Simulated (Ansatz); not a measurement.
## A computed series for hypothetical anti-CdI2 type W2N: response to strain

Take W2N in the anti-CdI2 type structure (space group P-3m1, No. 164; a = 2.824 Å, c = 5.366 Å; a hypothetical phase, not in the database extracts checked; relaxed with 0.1 eV smearing) as the base. Axes: x lies along a and z along c of the hexagonal cell.

Strains are applied to the cell and any free atomic positions relax; under biaxial strain the out-of-plane vector relaxes too.

Levels (all Ansatz, an electronic-structure program, PAW): PBE (420 eV, no spin-orbit coupling); PBEsol (420 eV, no spin-orbit coupling).

The base cell above is that of PBE; each level relaxes its own structures.

Notes on the quantities. pressure: mean of the normal stresses, compression positive.

```tsv
case	pressure, PBE	pressure, PBEsol
biaxial strain −1.17 %, plane normal [001], relaxed out of plane	4.4 GPa	4.4 GPa
biaxial strain +0.75 %, plane normal [001], relaxed out of plane	-2.1 GPa	-2.0 GPa
biaxial strain +2.31 %, plane normal [001], relaxed out of plane	-4.9 GPa	-4.9 GPa
isotropic strain −0.66 %	6.9 GPa	7.4 GPa
uniaxial strain ε_yy = +0.65 %	-2.0 GPa	-2.2 GPa
uniaxial strain ε_zz = +1.77 %	-5.3 GPa	-5.8 GPa
```

The two levels differ by at most about 0.5 GPa. Near ties aside, they put the cases in the same order.

Stability against distortions was not tested. The final runs are not spin-polarised. An odd electron count without spin: W2N.
